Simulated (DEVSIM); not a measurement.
System: illuminated Si p-on-n cell, one wavelength, at 350 K.

| layer (left to right) | material | thickness (μm) | Nd (cm⁻³) | Na (cm⁻³) | τn (s) | τp (s) | absorption coefficient (cm⁻¹) |
|---|---|---|---|---|---|---|---|
| 1 | Si | 0.360 | - | 1.1e18 | 6.4e-5 | 1.5e-5 | 64000 |
| 2 | Si | 37.0 | 7.3e16 | - | 0.00053 | 0.00053 | 64000 |

Left contact: ohmic, minority electron recombination velocity 20000 cm/s. Right contact: ohmic, minority hole recombination velocity 2e6 cm/s. Voltage is applied to the left contact. Recombination: SRH at mid-gap, radiative, Auger. Gap narrowing is on: ΔEg = 6.92 meV × (l + √(l² + 0.5)), l = ln(N/1.3e17 cm⁻³), shared equally by both band edges. Light enters at the left, 4.9e16 photons cm⁻² s⁻¹, one pass, no reflection. Mobility is μmin + (μ − μmin)/(1 + (N/Nref)^α).

Constants are typed, rounded textbook-type inputs, not results; the design itself was drawn at random and stands for no fabricated device. Values at 300 K; Nc and Nv go as T^1.5, mobilities as T to minus their exponent, the gap by Varshni's rule with the affinity fixed.

| parameter | Si |
|---|---|
| gap (eV) | 1.124 |
| affinity (eV) | 4.05 |
| permittivity | 11.7 |
| Nc (cm⁻³) | 2.86e19 |
| Nv (cm⁻³) | 3.1e19 |
| μn (cm²/Vs) | 1417 |
| μp (cm²/Vs) | 470 |
| μn,min | 52 |
| μp,min | 45 |
| Nref,n | 9.7e16 |
| Nref,p | 2.2e17 |
| αn | 0.68 |
| αp | 0.72 |
| T exponent of μn | 2.3 |
| T exponent of μp | 2.2 |
| B (cm³/s) | 4.7e-15 |
| Cn (cm⁶/s) | 2.8e-31 |
| Cp (cm⁶/s) | 9.9e-32 |
| Varshni α (eV/K) | 0.000473 |
| Varshni β (K) | 636 |

Simulated with DEVSIM: 1D drift-diffusion, Boltzmann statistics, complete ionisation; no tunnelling, impact ionisation, image-force lowering or self-heating.

The recombination velocity at the left contact was swept, all else fixed.

```
recombination velocity at the left contact (cm/s)  dark forward voltage at 100 A/cm² (V)  open-circuit voltage (V)  largest power (mW/cm²)  short-circuit current (mA/cm²)
-------------------------------------------------  -------------------------------------  ------------------------  ----------------------  ------------------------------
10                                                                                 0.803                     0.490                    2.98                            7.82
100                                                                                0.803                     0.490                    2.98                            7.82
1000                                                                               0.798                     0.488                    2.95                            7.80
10000                                                                              0.782                     0.472                    2.76                            7.57
20000                                                                              0.775                     0.461                    2.60                            7.34
1e5                                                                                0.755                     0.427                    1.97                            6.11
1e6                                                                                0.741                     0.390                    1.10                            3.82
1e7                                                                                0.738                     0.381                   0.892                            3.20
```

From the first row to the last the dark forward voltage at 100 A/cm² goes from 0.803 to 0.738. From the first row to the last the open-circuit voltage goes from 0.490 to 0.381.
